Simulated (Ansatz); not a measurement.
The parent structure is Ag$_{2}$O (space group Pn-3m, No. 224).

```cif
data_Ag4O2
_chemical_formula_sum 'Ag4 O2'
_space_group_name_H-M_alt 'Pn-3m :1'
_space_group_IT_number 224
_space_group_name_Hall 'P 4n 2 3 -1n'
_cell_length_a 4.70672
_cell_length_b 4.70672
_cell_length_c 4.70672
_cell_angle_alpha 90.000
_cell_angle_beta 90.000
_cell_angle_gamma 90.000
loop_
_atom_site_label
_atom_site_type_symbol
_atom_site_symmetry_multiplicity
_atom_site_Wyckoff_symbol
_atom_site_fract_x
_atom_site_fract_y
_atom_site_fract_z
_atom_site_occupancy
Ag1 Ag 4 b 0.25000 0.25000 0.25000 1
O1 O 2 a 0.00000 0.00000 0.00000 1
```

Computed with PBEsol (Ansatz, a program for electronic structure), no spin-orbit coupling.

Modification: every lattice vector is shortened by 3.00 %, atoms relaxed at fixed cell.

Q: Predict the new hole mass.

A: The hole mass (degenerate bands, along [100]) amounts to 0.12, 1.8, 1.8 mₑ (at Γ).

Q: What does the calculation give for the electron mass after the change?

A: The electron mass is 0.62 mₑ (at Γ).

Q: Estimate the effect on the energy relative to the base.

A: The energy goes up by 44 meV/atom.

The levels and masses belong to the bands next to the band gap. The cells carry an imposed strain or load. Effective masses come from finite differences of ±0.01 Å⁻¹. Whether these cells are dynamically stable was not tested. No Hubbard U is applied, and correlation can decide whether such a compound is a metal. The final runs are not spin-polarised.
